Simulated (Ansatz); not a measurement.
# BP in the zinc blende structure (space group F-43m, No. 216)

```
CELL_PARAMETERS angstrom
      0.00000     2.26829     2.26829
      2.26829     0.00000     2.26829
      2.26829     2.26829     0.00000
ATOMIC_POSITIONS crystal
  P  0.25000 0.25000 0.25000
  B  0.00000 0.00000 0.00000
```

Level of theory: Ansatz (a first-principles code) r2SCAN, without spin-orbit coupling. k-mesh 12×12×12 (Γ-centred); smearing 0.05 eV (Fermi–Dirac).

| Quantity | Value |
|---|---|
| Volume per atom | 11.67 Å³ |
| Density | 2.97 g/cm³ |
| Band gap | 1.41 eV, indirect, Γ → Γ–X (83 % along) |
| Electron mass | 1.3 mₑ along k, 0.22 mₑ across |
| Hole mass (degenerate bands, along [100]) | 0.24, 0.24, 0.32 mₑ |
| Lowest conduction-band minima above the VBM | a point along ⟨100⟩, about 1.2 Å⁻¹ from Γ 1.41 eV |
| Total energy | -458.344 eV/atom (σ→0; compares only within this code and set-up) |

Masses are band curvatures over ±0.01 Å⁻¹ around the edge. Along k means along the line from Γ to the band edge. Stability against distortions was not tested.
